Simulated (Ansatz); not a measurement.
The starting structures come from a database of crystals and need not be the phases stable at ambient conditions.

 Where the default PAW files enter, the runs use the earlier of Ansatz's two default sets.

Evanescent states of Mg2H6Ru (Fm-3m, not sure to be the ambient phase, 9 atoms a cell, 8.0 Å³ an atom) along the normal of (001)

Calculation: PBEsol (plane waves, PAW; Ansatz, a quantum-chemistry and plane-wave program).

The gap is the functional's own. No spin-orbit coupling. Mid-gap values are interpolated on the energy grid.

Energies count from the valence-band top; κ is the least over a 8×8 mesh across the current.

```
E (eV)  κ (1/Å)  where
------  -------  -----
0.07      0.250  off Γ
0.23      0.269  off Γ
0.38      0.283  off Γ
0.53      0.297  off Γ
0.68      0.309  off Γ
0.82      0.320  off Γ
0.97      0.330  off Γ
1.12      0.339  off Γ
1.27      0.347  off Γ
1.43      0.352  off Γ
1.57      0.357  off Γ
1.73      0.362  off Γ
1.88      0.368  off Γ
2.02      0.356  off Γ
2.17      0.324  off Γ
2.33      0.291  off Γ
2.48      0.256  off Γ
2.62      0.216  off Γ
2.77      0.167  off Γ
2.92      0.099  off Γ
```

Q: How thick must the barrier be to attenuate the transmission by 10^8 when the electrodes' Fermi level lies at 2.17 eV, and what attenuation does that film give at 0.23 eV?

A: d = 8 ln 10 / (2 × 0.324) = 28.4 Å. At 0.23 eV it gives 8 × 0.269/0.324 = 6.6 decades.
